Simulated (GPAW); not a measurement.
Band structure of SrBi3 (Pm-3m, 4 atoms in the cell).

```
CELL_PARAMETERS angstrom
      5.04969     0.00000     0.00000
      0.00000     5.04969     0.00000
      0.00000     0.00000     5.04969
ATOMIC_POSITIONS crystal
  Sr 0.00000 0.00000 0.00000
  Bi 0.50000 0.50000 0.00000
  Bi 0.00000 0.50000 0.50000
  Bi 0.50000 0.00000 0.50000
```

Method of the run: PBEsol, GPAW PAW datasets PBEsol (made by gpaw-setup) (plane waves; GPAW).

Settings: mode = pw; ecut = 600 eV; xc = PBEsol; kpts = 5 5 5; mesh shift (steps) = 0 0 0; occupations.name = methfessel-paxton; occupations.width = 0.1 eV; occupations.order = 0; nbands = -10; convergence.forces = 0.001 eV/Å; symmetry.symmorphic = false; symmetry.tolerance = 0.0005; maxiter = 120; bandpath_npoints = 40.

The starting cell comes from a database of computed structures (which also holds hypothetical and non-ambient phases and stackings), without a prior relaxation at this level. Its lattice was rescaled by a random factor within 2.5 % of one. Spin-orbit coupling is off.

Levels in eV from the Fermi level, bands 24 to 31:
```tsv
point	24	25	26	27	28	29	30	31
Γ	-3.27	-3.27	0.49	0.49	0.49	1.52	2.14	2.14
X	-2.75	-1.85	-1.59	-0.93	-0.93	-0.41	1.82	1.82
M	-2.46	-1.44	-1.44	-0.93	-0.93	-0.82	2.37	2.96
R	-3.58	-3.58	-3.58	1.39	3.39	3.39	3.39	3.49
```

Bands cross the Fermi level along this path, so the cell is metallic at this level.
